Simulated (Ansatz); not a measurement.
Take InSe (space group P6_3/mmc, No. 194; a = 4.0321 Å, c = 16.7641 Å; layered, stacked along the Cartesian z axis) as the base.

Computed with plane-wave PAW DFT at the PBE-D3(BJ) level (Ansatz, a first-principles code, 420 eV), no SOC.

Before the change:

- Gap character: direct at Γ

One thing is altered: electron doping at 7.0×10^21 cm⁻³ (1.65 per cell), with a uniform compensating background at fixed cell and a 300 K Fermi–Dirac width.

Problem. Predict the new largest internal atomic displacement.

Solution. The largest internal atomic displacement comes out as 0.138 Å.

Problem. What happens to the gap character?

Solution. The gap character goes from direct at Γ to indirect, k = (0, 0.077, 0) in the run's primitive reciprocal basis → Γ.

Charged cell with a jellium background: band edges are those of the host's band count, energies are not comparable with the neutral cell, and many-body gap narrowing is missing. Gaps are read on the SCF mesh and a high-symmetry path. Stability against distortions was not tested.
